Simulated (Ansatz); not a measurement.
KZnF3 in the cubic perovskite structure (space group Pm-3m, No. 221)

```cif
data_F3KZn
_chemical_formula_sum 'K1 Zn1 F3'
_space_group_name_H-M_alt 'P 1'
_space_group_IT_number 1
_cell_length_a 4.12746
_cell_length_b 4.12746
_cell_length_c 4.12746
_cell_angle_alpha 90.000
_cell_angle_beta 90.000
_cell_angle_gamma 90.000
loop_
_space_group_symop_operation_xyz
  'x, y, z'
loop_
_atom_site_label
_atom_site_type_symbol
_atom_site_fract_x
_atom_site_fract_y
_atom_site_fract_z
_atom_site_occupancy
K1 K 0.00000 0.00000 0.00000 1
Zn1 Zn 0.50000 0.50000 0.50000 1
F1 F 0.50000 0.00000 0.50000 1
F2 F 0.00000 0.50000 0.50000 1
F3 F 0.50000 0.50000 0.00000 1
```

All numbers come from PBE (Ansatz, a program for electronic structure), no spin-orbit coupling. Γ-centred 8×8×8 mesh, Fermi–Dirac width 0.05 eV.

| Item | Value |
|---|---|
| Volume per atom | 14.06 Å³ |
| Density | 3.81 g/cm³ |
| Band gap | 3.71 eV, indirect, R → Γ |
| Electron mass | 0.44 mₑ |
| Lowest conduction-band minima above the VBM | Γ 3.71 eV |
| Total energy | -1457.262 eV/atom (σ→0; compares only within this code and set-up) |

Masses are band curvatures over ±0.01 Å⁻¹ around the edge. Stability against distortions was not tested. Many cubic perovskites are stable only at high temperature; tilts and polar distortions were not tested.
